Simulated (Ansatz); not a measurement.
Levels about the gap of amorphous Si30N41Li3 (74 atoms in a cell of 849 Å³, 2.81 g/cm³; zone centre alone, so wide bands show as single levels with stretches between that a denser mesh fills), at the geometry that PBE relaxed, where it gives 0.1 GPa on a denser mesh. The participation number counts the atoms over which a state spreads; weights are charges in smoothed Voronoi cells. The levels come from a single point, so bond lengths are those of that geometry. Method of the levels: r2SCAN, scalar-relativistic without spin-orbit coupling (Ansatz, a quantum-chemistry and plane-wave program). Sampling: the zone centre alone; Fermi-Dirac width 0.01 eV; collinear spin, started from moments on atoms (the moments died out). At PBE the levels at both edges of the gap are localised (band-tail or defect states), and the nearest spread-out levels lie 3.3 eV apart at the zone centre.

Preparation: random packing, a CHGNet melt and quench, and a DFT relaxation. N atoms were pushed apart under 1.9 Å during the dynamics, to hinder bonds among them. The hot cell started wider than the set density and was brought back towards it in steps. It is the lowest in DFT energy of 2 quenches. It is a model cell: composition and starting density were chosen by hand, and all elements were melted together. No dispersion term was used. Its density started from a set value of 2.92 and ended at 2.81 g/cm³. The quench (nominally 300 K/ps over its main leg) was far faster than any real one, so the model tends to hold more defects than a real film. A cell of this size samples the disorder only roughly. Volume and shape were free in the relaxation.

| E - E(highest filled), eV | filling | spin | participation number | largest on | weight N | weight Si | weight Li |
|---|---|---|---|---|---|---|---|
| -0.30 | filled | dn | 12.1 | N, 3 neighbours | 0.90 | 0.09 | 0.01 |
| -0.25 | filled | up | 11.8 | N, 4 neighbours | 0.89 | 0.09 | 0.02 |
| -0.25 | filled | dn | 11.8 | N, 4 neighbours | 0.89 | 0.09 | 0.02 |
| -0.13 | filled | dn | 12.0 | N, 3 neighbours | 0.89 | 0.10 | 0.01 |
| -0.13 | filled | up | 12.0 | N, 3 neighbours | 0.89 | 0.10 | 0.01 |
| 0.00 | filled | up | 9.8 | N, 4 neighbours | 0.89 | 0.10 | 0.01 |
| 0.00 | filled | dn | 9.8 | N, 4 neighbours | 0.89 | 0.10 | 0.01 |
| 2.72 | empty | up | 6.1 | Si, 3 neighbours | 0.45 | 0.52 | 0.02 |
| 2.72 | empty | dn | 6.1 | Si, 3 neighbours | 0.45 | 0.52 | 0.02 |
| 3.24 | empty | dn | 18.4 | Si, 4 neighbours | 0.45 | 0.51 | 0.03 |
| 3.24 | empty | up | 18.4 | Si, 4 neighbours | 0.45 | 0.51 | 0.03 |
| 3.65 | empty | dn | 26.9 | Si, 5 neighbours | 0.43 | 0.56 | 0.01 |
| 3.65 | empty | up | 26.9 | Si, 5 neighbours | 0.43 | 0.56 | 0.01 |
| 3.93 | empty | dn | 35.4 | Si, 4 neighbours | 0.46 | 0.53 | 0.01 |

Most localised among these is the empty level at +2.72 eV, on a Si atom, which has 3 neighbours (N 1.65 Å, N 1.67 Å, N 1.72 Å).
